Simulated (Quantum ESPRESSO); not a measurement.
Worked example: self-consistent single point of CoNiP (P-62m, 9 atoms in the cell) in Quantum ESPRESSO.

Method: PBEsol, PSlibrary ultrasoft (PBE) pseudopotentials (plane waves; Quantum ESPRESSO 7.5).

```
CoNiP
1.0
    5.67586     0.00000     0.00000
   -2.83793     4.91544     0.00000
    0.00000     0.00000     3.27294
Co Ni P
3 3 3
Cartesian
 -2.09567   3.62980   0.00000
  4.19134   0.00000   0.00000
  0.74226   1.28563   0.00000
 -1.12115   1.94189   1.63647
  2.24230   0.00000   1.63647
  1.71678   2.97354   1.63647
  0.00000   3.27696   0.00000
  2.83793   1.63848   0.00000
  0.00000   0.00000   1.63647
```

Reference input (self-consistent single point, DFT, PBEsol, plane waves, PSlibrary ultrasoft (PBE) pseudopotentials): ecutwfc = 50 Ry; ecutrho = 300 Ry; occupations = smearing; smearing = marzari-vanderbilt; degauss = 0.0036749 Ry; input_dft = pbesol; K_POINTS = automatic 5 5 7 0 0 0; conv_thr = 1e-10 Ry. This run's input differs from it in these lines:

```diff
@@ -22,3 +22,3 @@
 &electrons
-  conv_thr = 1e-10,
+  conv_thr = 1.0d-5,
 /
```

Log, with long lists cut:

```
     Self-consistent Calculation

     iteration #  1     ecut=    50.00 Ry     beta= 0.70

     Threshold (ethr) on eigenvalues was too large:
     Diagonalizing with lowered threshold

     total energy              =    -570.10490705 Ry
     estimated scf accuracy    <       0.46190685 Ry

     iteration #  2     ecut=    50.00 Ry     beta= 0.70

     total energy              =    -569.24979897 Ry
     estimated scf accuracy    <      13.47744913 Ry

     iteration #  3     ecut=    50.00 Ry     beta= 0.70

     total energy              =    -570.18591015 Ry
     estimated scf accuracy    <       2.64904856 Ry

   [... 3 blocks of this kind left out ...]

     iteration #  7     ecut=    50.00 Ry     beta= 0.70

     total energy              =    -570.42866568 Ry
     estimated scf accuracy    <       0.00023468 Ry

     iteration #  8     ecut=    50.00 Ry     beta= 0.70
     End of self-consistent calculation

     the Fermi energy is    15.6006 ev

!    total energy              =    -570.42875906 Ry
     estimated scf accuracy    <       0.00000874 Ry
     smearing contrib. (-TS)   =       0.00008445 Ry
     internal energy E=F+TS    =    -570.42884351 Ry

     convergence has been achieved in   8 iterations

     Forces acting on atoms (cartesian axes, Ry/au):

     atom    1 type  1   force =    -0.00119551    0.00207069   -0.00000000
     atom    2 type  1   force =     0.00239103    0.00000000    0.00000000
     atom    3 type  1   force =    -0.00119551   -0.00207069    0.00000000
     atom    4 type  2   force =    -0.00223376    0.00386899   -0.00000000
     atom    5 type  2   force =     0.00446752    0.00000000    0.00000000
   [... lines left out ...]
     Total force =     0.008777     Total SCF correction =     0.001811
   [... lines left out ...]
     SCF correction compared to forces is large: reduce conv_thr to get better values

          total   stress  (Ry/bohr**3)                   (kbar)     P=       68.16
   0.00053187   0.00000000   0.00000000           78.24        0.00        0.00
   0.00000000   0.00053187   0.00000000            0.00       78.24        0.00
   0.00000000  -0.00000000   0.00032625            0.00       -0.00       47.99

   JOB DONE.
```

The run converged in 8 iterations. Against the reference run the free energy stays essentially unchanged (within 1 meV/atom), the pressure goes from 7.98 to 6.82 GPa and the largest force moves little (0.117 to 0.115 eV/Å). The full log also holds: “SCF correction compared to forces is large: reduce conv_thr to get better values”.

The starting cell comes from a database of computed structures (which also holds hypothetical and non-ambient phases and stackings), without a prior relaxation at this level. Its lattice was rescaled by a random factor within 2.5 % of one. Spin polarisation is off, so a magnetic state, if there is one, cannot be reached. With a pressure of about 7 GPa the cell is away from its equilibrium volume at this level.

Cost on one core of a shared machine: roughly 90 s.
